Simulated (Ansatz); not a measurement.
The starting structures come from a database of crystals and need not be the phases stable at ambient conditions.

 Where the default PAW files enter, the runs use the earlier of Ansatz's two default sets.

By PBEsol, the system below comes out a metal.

Without scattering a metal conducts by its projected Fermi surface.

Here is the system:

```yaml
crystal:
  lattice:
    - [5.24660, 0.00000, 0.00000]
    - [0.00000, 9.78204, 0.00000]
    - [0.00000, 0.00000, 4.02254]
  atoms:
    - { symbol: Si, position: [0.00000, 0.00000, 0.00000] }
    - { symbol: Si, position: [0.50000, 0.50000, 0.00000] }
    - { symbol: Si, position: [0.62975, 0.13639, 0.50000] }
    - { symbol: Si, position: [0.37025, 0.86361, 0.50000] }
    - { symbol: Si, position: [0.12975, 0.36361, 0.50000] }
    - { symbol: Si, position: [0.87025, 0.63639, 0.50000] }
    - { symbol: Ru, position: [0.00000, 0.50000, 0.00000] }
    - { symbol: Ru, position: [0.50000, 0.00000, 0.00000] }
    - { symbol: Ru, position: [0.84253, 0.22695, 0.00000] }
    - { symbol: Ru, position: [0.15747, 0.77305, 0.00000] }
    - { symbol: Ru, position: [0.34253, 0.27305, 0.00000] }
    - { symbol: Ru, position: [0.65747, 0.72695, 0.00000] }
    - { symbol: Ru, position: [0.66586, 0.39058, 0.50000] }
    - { symbol: Ru, position: [0.33414, 0.60942, 0.50000] }
    - { symbol: Ru, position: [0.16586, 0.10942, 0.50000] }
    - { symbol: Ru, position: [0.83414, 0.89058, 0.50000] }
```

Space group of this cell: Pbam. The cell is taken as given; by PBEsol its mean pressure is -3.0 GPa.

The current flows along the normal of the first two printed cell vectors. No spin-orbit coupling; the value is a mean over 0.1 eV about the Fermi level.

**Question.** Give the ballistic conductance per area that PBEsol run with Ansatz (an electronic-structure program) yields.

**Answer.** 0.62 × 10¹⁵ S/m² for both spins.
